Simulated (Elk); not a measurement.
Band structure of LaNi₂B₂C (I4/mmm, 6 atoms in the cell).

```
CELL_PARAMETERS angstrom
     -1.88921     1.88921     4.90920
      1.88921    -1.88921     4.90920
      1.88921     1.88921    -4.90920
ATOMIC_POSITIONS crystal
  La 0.00000 0.00000 0.00000
  Ni 0.75000 0.25000 0.50000
  Ni 0.25000 0.75000 0.50000
  B  0.34813 0.34813 0.00000
  B  0.65187 0.65187 0.00000
  C  0.50000 0.50000 0.00000
```

Method: LDA (PW92), all-electron FP-LAPW, Elk's shipped species files, default APW+lo basis (Elk).

Settings: swidth = 0.00367493 Ha; ngridk = 8 8 8; maxscl = 100.

The starting cell comes from a database of computed structures (which also holds hypothetical and non-ambient phases and stackings), without a prior relaxation at this level. Spin polarisation is off. Values depend on the basis (sphere radii, cutoffs, local orbitals), which need not be converged.

Levels in eV from the Fermi level, bands 24 to 31:
```csv
point,24,25,26,27,28,29,30,31
Γ,-1.16,-1.07,-1.07,-0.70,-0.67,2.17,4.08,4.26
X,-1.43,-1.42,-1.42,-0.76,-0.26,1.30,3.78,4.95
Y,-1.44,-1.44,-1.01,-0.75,-0.07,1.30,3.16,5.38
S,-1.74,-1.52,-1.25,1.03,1.77,2.23,3.62,3.65
Z,-1.09,-0.75,-0.70,0.54,1.64,1.64,2.97,2.97
S1,-1.74,-1.52,-1.25,1.03,1.77,2.23,3.62,3.65
N,-1.84,-1.68,-1.37,1.26,1.91,2.05,3.04,4.17
P,-1.50,-1.43,-1.43,-0.40,-0.40,2.26,2.26,5.15
Y1,-1.44,-1.44,-1.01,-0.75,-0.07,1.30,3.16,5.38
```

Bands cross the Fermi level along this path, so the cell is metallic at this level.
